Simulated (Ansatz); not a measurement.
# Sc₃Mo (model structure, started from the Cu3Au type, Pm-3m, No. 221, 4 atoms in the cell)

Method: PBE in Ansatz (plane waves, PAW).

Numerical settings: plane-wave cutoff 520 eV, 14×14×14 k mesh, Fermi–Dirac smearing 0.05 eV, no spin polarisation, scalar-relativistic PAW data made under PBE.

Cell (relaxed at this level):

Space group Pm-3m (No. 221); a = 4.3677 Å, b = 4.3677 Å, c = 4.3677 Å, α = 90.00°, β = 90.00°, γ = 90.00°

```tsv
atom	site	symmetry	x	y	z
Sc	3c	4/mm.m	0.0000	0.5000	0.5000
Mo	1a	m-3m	0.0000	0.0000	0.0000
```

| Property | Result |
|---|---|
| bulk modulus B0 | 82.0 GPa |

Note: the run has no spin polarisation, so it can have missed a magnetic state; the bulk modulus is −V dP/dV from two relaxed cells at ±2 % in volume; the relaxation could raise the start's symmetry but not lower it, so the cell can be a saddle point.

A model structure was made by putting elements into a prototype or built by hand; it is no filed structure, need not be a known phase, and can be a saddle point held by its symmetry.

Ansatz is a program for electronic structure.
